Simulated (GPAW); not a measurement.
GPAW run on Bi₄Se₃ (R-3m, 7 atoms in the cell): self-consistent single point

Level of theory: LDA (Perdew-Wang 92), GPAW PAW datasets LDA (gpaw-data 1.0.1) (plane waves; GPAW 25.7.0).

Input as run:

```python
from ase import Atoms
from ase.units import GPa
from gpaw import GPAW, PW

atoms = Atoms(['Bi', 'Bi', 'Bi', 'Bi', 'Se', 'Se', 'Se'],
              cell=[[2.142610, 1.237036, 13.883487],
                    [-2.142610, 1.237036, 13.883487],
                    [0.000000, -2.474073, 13.883487]],
              scaled_positions=[[0.288670, 0.288670, 0.288670],
                                [0.711330, 0.711330, 0.711330],
                                [0.145960, 0.145960, 0.145960],
                                [0.854040, 0.854040, 0.854040],
                                [0.000000, 0.000000, 0.000000],
                                [0.414043, 0.414043, 0.414043],
                                [0.585957, 0.585957, 0.585957]],
              pbc=True)

calc = GPAW(mode=PW(550),
            xc='LDA',
            kpts=(5, 5, 5),
            occupations={'name': 'marzari-vanderbilt', 'width': 0.2},
            nbands=-11,
            convergence={'density': 1e-05},
            symmetry={'symmorphic': False, 'tolerance': 0.0005},
            maxiter=120)

atoms.calc = calc

energy = atoms.get_potential_energy()
print('Energy (eV):', round(energy, 6))
forces = atoms.get_forces()
print('Forces (eV/Ang):')
print(forces.round(5))
stress = atoms.get_stress()
print('Stress (GPa, Voigt):', (stress / GPa).round(4))
```

The program printed (abridged):

```
Input parameters:
  convergence: {density: 1e-05}
  kpts: [5 5 5]
  maxiter: 120
  mode: {ecut: 550.0,
         name: pw}
  nbands: -11
  occupations: {name: marzari-vanderbilt,
                width: 0.2}
  symmetry: {symmorphic: False,
             tolerance: 0.0005}

species:
  Bi:
    name: Bismuth
    Z: 83.0
    valence: 15
    core: 68
    charge: 0.0
    file: Bi.LDA.gz

    # Using partial waves for Bi as LCAO basis

  Se:
    name: Selenium
    Z: 34.0
    valence: 6
    core: 28
    charge: 0.0
    file: Se.LDA.gz

    # Using partial waves for Se as LCAO basis

Reference energy: -2536204.911621  # eV

Spin-paired calculation

Convergence criteria:
 Maximum [total energy] change in last 3 cyles: 0.0005 eV / valence electron
 Maximum integral of absolute [dens]ity change: 1e-05 electrons / valence electron
 Maximum integral of absolute [eigenst]ate change: 4e-08 eV^2 / valence electron
 Maximum number of scf [iter]ations: 120

Symmetries present (total): 12
Symmetries with fractional translations: 0
125 k-points: 5 x 5 x 5 Monkhorst-Pack grid
19 k-points in the irreducible part of the Brillouin zone
       k-points in crystal coordinates                weights
   0:     0.00000000    0.00000000    0.00000000          1/125
   1:     0.20000000    0.00000000   -0.20000000          6/125
   2:     0.20000000    0.00000000    0.00000000          6/125
   [... 7 lines left out ...]
          ...
  18:     0.40000000    0.40000000    0.40000000          2/125

Wave functions: Plane wave expansion
  Cutoff energy: 550.000 eV
  Number of coefficients (min, max): 6439, 6509
  Pulay-stress correction: 0.000000 eV/Ang^3 (de/decut=0.000000)

Occupation numbers: Marzari-Vanderbilt:
  width: 0.2000  # eV

Eigensolver

Densities:
  Coarse grid: 80*80*80 grid
  Fine grid: 160*160*160 grid
  Total Charge: 0.000000

Density mixing:
  Method: separate
  Backend: pulay
  Linear mixing parameter: 0.05
  old densities: 5
  Damping of long wavelength oscillations: 50

Hamiltonian:
  XC and Coulomb potentials evaluated on a 160*160*160 grid
  External potential:
    NoExternalPotential

Number of atoms: 7
Number of atomic orbitals: 48
Number of bands in calculation: 50
Number of valence electrons: 78
Bands to converge: occupied

Density initialized from atomic densities
  48 bands from LCAO basis set
  2 bands from random numbers

Atomic positions and initial magnetic moments

Positions:
   0 Bi     0.000000   -0.000000   12.023239    ( 0.0000,  0.0000,  0.0000)
   1 Bi    -0.000000   -0.000001   29.627222    ( 0.0000,  0.0000,  0.0000)
   2 Bi    -0.000000   -0.000000    6.079301    ( 0.0000,  0.0000,  0.0000)
   3 Bi     0.000000   -0.000001   35.571160    ( 0.0000,  0.0000,  0.0000)
   4 Se     0.000000    0.000000    0.000000    ( 0.0000,  0.0000,  0.0000)
   5 Se    -0.000000   -0.000000   17.245082    ( 0.0000,  0.0000,  0.0000)
   6 Se    -0.000000   -0.000001   24.405379    ( 0.0000,  0.0000,  0.0000)

Unit cell:
           periodic     x           y           z      points  spacing
  1. axis:    yes    2.142610    1.237036   13.883487    80     0.0462
  2. axis:    yes   -2.142610    1.237036   13.883487    80     0.0462
  3. axis:    yes    0.000000   -2.474073   13.883487    80     0.0462

  Lengths:  14.102207  14.102207  14.102207
  Angles:   17.478085  17.478085  17.478086

Effective grid spacing dv^(1/3) = 0.0756

     iter     time        total  log10-change:
                         energy   eigst   dens
iter:   1 --:--:--   -36.484008
iter:   2 --:--:--   -36.233258   -1.83  -1.30
iter:   3 --:--:--   -35.923990   -2.49  -1.36
iter:   4 --:--:--   -35.773242   -2.95  -1.59
iter:   5 --:--:--   -35.788632   -3.39  -1.71
iter:   6 --:--:--   -35.744459   -3.13  -1.81
iter:   7 --:--:--   -35.737903   -3.92  -2.20
iter:   8 --:--:--   -35.734032c  -4.48  -2.49
iter:   9 --:--:--   -35.732768c  -5.04  -2.71
iter:  10 --:--:--   -35.732723c  -5.24  -2.81
iter:  11 --:--:--   -35.732677c  -5.39  -2.96
iter:  12 --:--:--   -35.732919c  -5.15  -3.08
iter:  13 --:--:--   -35.732983c  -5.48  -3.13
iter:  14 --:--:--   -35.732982c  -6.27  -3.21
iter:  15 --:--:--   -35.732916c  -5.47  -3.26
iter:  16 --:--:--   -35.732906c  -6.60  -3.75
iter:  17 --:--:--   -35.732905c  -7.35  -4.12
iter:  18 --:--:--   -35.732905c  -8.17c -4.13
iter:  19 --:--:--   -35.732904c  -7.77c -4.15
iter:  20 --:--:--   -35.732904c  -8.56c -4.39
iter:  21 --:--:--   -35.732904c  -8.27c -4.47
iter:  22 --:--:--   -35.732904c  -9.29c -5.01c

Converged after 22 iterations.

Dipole moment: (0.000000, 0.000000, -0.000000) |e|*Ang

Energy contributions relative to reference atoms: (reference = -2536204.911621)

Kinetic:        +77.439267
Potential:      -75.475520
External:        +0.000000
XC:             -32.083811
Entropy (-ST):   -0.004366
Local:           -5.608473
SIC:             +0.000000
--------------------------
Free energy:    -35.732904
Extrapolated:   -35.732904

Showing only first 2 kpts
 Kpt  Band  Eigenvalues  Occupancy
  0    37      5.42375    1.45263
  0    38      5.42375    1.45263
  0    39      6.11623    0.00000
  0    40      6.22714    0.00000

  1    37      4.05654    2.00000
  1    38      4.67118    2.00000
  1    39      6.40030    0.00000
  1    40      6.70321    0.00000

Fermi level: 5.51231

Gap: 0.119 eV
Transition (v -> c):
  (s=0, k=18, n=38, [0.40, 0.40, 0.40]) -> (s=0, k=15, n=39, [0.40, 0.40, -0.20])
Direct/indirect transitions are different
Direct gap: 0.355 eV
Transition at: (s=0, k=13, n=38, [0.40, 0.20, 0.20])
Energy (eV): -35.732904

Forces in eV/Ang:
  0 Bi    0.00000   -0.00000    0.02756
  1 Bi    0.00000    0.00000   -0.02756
  2 Bi    0.00000    0.00000   -0.00348
  3 Bi    0.00000   -0.00000    0.00348
  4 Se    0.00000    0.00000    0.00000
  5 Se    0.00000   -0.00000    0.01795
  6 Se    0.00000    0.00000   -0.01795

Stress tensor:
     0.017877     0.000000     0.000000
     0.000000     0.017877     0.000000
     0.000000     0.000000     0.019226
Stress (GPa, Voigt): [2.8643 2.8643 3.0804 0.     0.     0.    ]
```

The run converged in 22 iterations. GPAW prints stress with tension positive.

The starting cell comes from a database of computed structures (which also holds hypothetical and non-ambient phases and stackings), without a prior relaxation at this level. Spin-orbit coupling is off. The run gives no clean gap (levels at the Fermi energy touch, overlap or are partly filled at this smearing), which alone does not show that the compound is a metal. The log's line on a gap gives a spacing of levels on this mesh, which the program prints for metals too.

Cost on one core of a shared machine: roughly 20 min.
